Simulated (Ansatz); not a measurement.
The starting structures come from a database of crystals and need not be the phases stable at ambient conditions.

By PBEsol, the system below comes out a metal.

Without scattering a metal conducts by its projected Fermi surface.

Here is the system:

```
CELL_PARAMETERS angstrom
      3.15742     0.00000     0.00000
      0.00000     4.85669     0.00000
      1.57871     0.00000     2.73441
ATOMIC_POSITIONS crystal
  Nb 0.66667 0.74758 0.66667
  Nb 0.33333 0.25242 0.33333
  N  0.00000 0.50000 0.00000
```

Space group of this cell: P-3m1, anti-CdI2 type. The cell is taken as given; by PBEsol its mean pressure is -10.3 GPa.

The current flows along the normal of the first two printed cell vectors, the (100) plane of the conventional cell. No spin-orbit coupling; the value is a mean over 0.1 eV about the Fermi level.

### Question
Compute, with PBEsol in Ansatz (an electronic-structure program), the ballistic conductance per area.

### Answer
0.69 × 10¹⁵ S/m² for both spins.
